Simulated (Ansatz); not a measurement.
Amorphous Hf18O39Y2, 59 atoms at 8.61 g/cm³, one PBE-relaxed geometry, zone centre. Methods: PBE, scalar-relativistic without spin-orbit coupling (Ansatz, a first-principles code); r2SCAN, scalar-relativistic without spin-orbit coupling (Ansatz); HSE06, scalar-relativistic without spin-orbit coupling (Ansatz). Plane waves to 420 eV (r2SCAN 500 eV); exact exchange is cut at the cell's faces. At PBE the levels at the filled edge of the gap are localised (band-tail or defect states). All rungs ran without spin polarisation.

A CHGNet melt-quench gave the starting glass, which DFT then relaxed. O atoms were pushed apart under 1.9 Å during the dynamics, to hinder bonds among them. The hot cell started wider than the set density and was brought back towards it in steps. It is the lowest in DFT energy of 2 quenches. It is a model cell: composition and starting density were chosen by hand, and all elements were melted together. No dispersion term was used. Its density started from a set value of 8.63 and ended at 8.61 g/cm³. The simulated quench (nominally 300 K/ps over its main leg) is rapid and tends to freeze in more defects than a deposited or slowly cooled glass has. A cell of this size samples the disorder only roughly. Volume and shape were free in the relaxation.

The relaxation ran on the zone centre alone. At PBE the level gap is 4.19 eV on a 2×2×2 Γ-centred mesh, and the spacing at the zone centre alone 4.22 eV.

What zone-centre spacing does r2SCAN give, roughly?

4.70 eV (+0.48 eV against PBE).

What zone-centre spacing does HSE06 give, roughly?

5.80 eV (+1.58 eV against PBE).

The highest filled and the lowest empty state spread over these numbers of atoms (participation numbers): PBE: 7.6 and 32.9; r2SCAN: 7.8 and 32.2; HSE06: 8.4 and 41.8.
